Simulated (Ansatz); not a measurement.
B (model structure, started from the simple cubic type, Pm-3m, No. 221, 1 atom in the cell) was calculated with PBEsol in Ansatz (PAW).

Numerical settings: plane-wave cutoff 520 eV, 28×28×28 k mesh, Fermi–Dirac smearing 0.05 eV, scalar-relativistic PAW data made under PBE.

Cell (relaxed at this level):

```yaml
crystal:
  lattice:
    - [1.87727, 0.00000, 0.00000]
    - [0.00000, 1.87727, 0.00000]
    - [0.00000, 0.00000, 1.87727]
  atoms:
    - { symbol: B, position: [0.00000, 0.00000, 0.00000] }
```

Task: What does this level give for the bulk modulus B0?

Result: 
- bulk modulus B0 = 241 GPa

The run finds no gap.

Note: the bulk modulus is −V dP/dV from two relaxed cells at ±2 % in volume; the relaxation could raise the start's symmetry but not lower it, so the cell can be a saddle point.

Computed values are for the static lattice.

A model structure was made by putting elements into a prototype or built by hand; it is no filed structure, need not be a known phase, and can be a saddle point held by its symmetry.

Ansatz is a program for electronic structure.
